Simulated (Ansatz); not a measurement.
Bond-angle distributions (per cent of the angles at each element, bins of 10°) of a relaxed model of amorphous Al₂₈O₄₄Hf at 3.39 g/cm³. All values below come from PBE, scalar-relativistic without spin-orbit coupling (plane waves to 420 eV, PAW; Ansatz, a program for electronic structure).

The cell was made by melting and quenching with the CHGNet potential and then relaxed with DFT. O atoms were pushed apart under 1.9 Å during the dynamics, to hinder bonds among them. The hot cell started wider than the set density and was brought back towards it in steps. It is the lowest in DFT energy of 2 quenches. It is a model cell: composition and starting density were chosen by hand, and all elements were melted together. No dispersion term was used. Its density started from a set value of 3.39 and ended at 3.39 g/cm³. The simulated quench (nominally 410 K/ps over its main leg) is rapid and tends to freeze in more defects than a deposited or slowly cooled glass has. Values belong to this one cell and scatter from quench to quench. The volume was held where the preparation left it, at a PBE pressure of 2.5 GPa. Stress components on the final sampling reach 4.8 GPa.

Bonds are counted up to Al-Al 2.66 Å, Al-O 2.46 Å, Al-Hf 3.00 Å, O-O 1.58 Å, O-Hf 2.65 Å, Hf-Hf 3.34 Å. Two cations that share two anions don't count as bonded, nor two that share one unless they lie closer than Al-Al 2.59 Å, Al-Hf 2.92 Å, Hf-Hf 3.25 Å.

```json
[
 {"angle (°)": "50-60", "at Al": "0", "at O": "0"},
 {"angle (°)": "60-70", "at Al": "0", "at O": "0"},
 {"angle (°)": "70-80", "at Al": "9", "at O": "3"},
 {"angle (°)": "80-90", "at Al": "15", "at O": "6"},
 {"angle (°)": "90-100", "at Al": "21", "at O": "16"},
 {"angle (°)": "100-110", "at Al": "21", "at O": "17"},
 {"angle (°)": "110-120", "at Al": "11", "at O": "17"},
 {"angle (°)": "120-130", "at Al": "7", "at O": "21"},
 {"angle (°)": "130-140", "at Al": "5", "at O": "13"},
 {"angle (°)": "140-150", "at Al": "4", "at O": "4"},
 {"angle (°)": "150-160", "at Al": "1", "at O": "3"},
 {"angle (°)": "160-170", "at Al": "4", "at O": "0"},
 {"angle (°)": "170-180", "at Al": "2", "at O": "1"}
]
```

They go with these counts of neighbours within the cut-offs, cation contacts included: Al mean 4.6, most often 5; O mean 3.1, most often 3.
